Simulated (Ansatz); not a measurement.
This concerns the energy change from cell B to cell A (2 H put in, 2 Cl replaced by O, in a slab cell with one atom a plane). Reaction: cell B + 2 H2O (gas) → cell A + 2 HCl (gas). A negative value means that the right-hand side lies lower.

Cell A: a slab of composition Si2H2O2 built on Si (diamond, Fd-3m) (111), with 2 atoms on that crystal's sites, 6 atoms, hexagonal cell of 3.87 Å (13.0 Å²), symmetry C2, 5.1 Å thick under 16 Å of vacuum, in-plane vectors held at the crystal's; planes from bottom to top: H | O | Si × 2 | O | H; foreign atoms: two times OH bound through O to 1 Si at 1.69 Å; spin state with PBE: run without spin, k-point mesh 9×9×1.
```xyz
6
Lattice="3.8679 0.0000 0.0000 -1.9339 3.3497 0.0000 0.0000 0.0000 20.7074" Properties=species:S:1:pos:R:3 pbc="T T T"
Si     0.0945     2.2316     9.9669
Si     2.0284     1.1180    10.7406
O      0.0238     2.1522     8.2782
O      1.9577     1.1975    12.4292
H      0.7812     2.5522     7.8206
H      2.7152     0.7975    12.8868
```

Cell B: a slab of composition Si2Cl2 built on Si (diamond, Fd-3m) (111), with 2 atoms on that crystal's sites, 4 atoms, hexagonal cell of 3.87 Å (13.0 Å²), symmetry P-3m1, 4.9 Å thick under 16 Å of vacuum, in-plane vectors held at the crystal's; planes from bottom to top: Cl | Si × 2 | Cl; foreign atoms: two times Cl bound to 1 Si at 2.08 Å; spin state with PBE: run without spin, k-point mesh 9×9×1.
```
ClSi
1.0
    3.86787     0.00000     0.00000
   -1.93393     3.34967     0.00000
    0.00000     0.00000    20.88730
Si Cl
2 2
Cartesian
  0.00000   2.23311  10.06879
  1.93393   1.11656  10.81852
  0.00000   2.23311   7.99191
  1.93393   1.11656  12.89540
```

Reference: an isolated HCl molecule (singlet) in a box of 11 × 11 × 13 Å.

Reference: an isolated H2O molecule (singlet) in a box of 11 × 13 × 13 Å.

Computed with Ansatz (plane waves, PAW), its default PAW set, cutoff 420 eV, 500 eV for r2SCAN. The structures are at rest with PBE, within the held lattices; other levels are single points on them. HSE06 runs on coarser k-point meshes, mended by the PBE difference between the two meshes. Neutral cells; Fermi-Dirac smearing of at most 0.05 eV in the solids, energies taken to zero width. The lattices are those relaxed with PBE or held as stated, so at other levels the solids can be strained, which adds to the spread. A dispersion term (D3(BJ), or D4 for r2SCAN) was computed beside these levels and is taken off wherever the name lacks it. No zero-point or thermal terms. The structures are the rest points that the relaxations reached, not proven lowest. Values are for these cell sizes. Cell A has symmetry C2 and got no random move, so less symmetric positions, which may lie lower, weren't tried. Cell B has symmetry P-3m1 and got no random move, so less symmetric positions, which may lie lower, weren't tried.

Task: What value does r2SCAN give?

Result: 0.33 eV, for cell B + 2 H2O (gas) → cell A + 2 HCl (gas).

Task: How does the value move with the functional?

Result: 
| Method | value (eV) | less r2SCAN |
|---|---|---|
| PBE | 0.32 | -0.01 |
| HSE06 | 0.35 | 0.02 |

The levels span only 0.03 eV, too little to tell them apart.

Ansatz is a quantum-chemistry and plane-wave program.
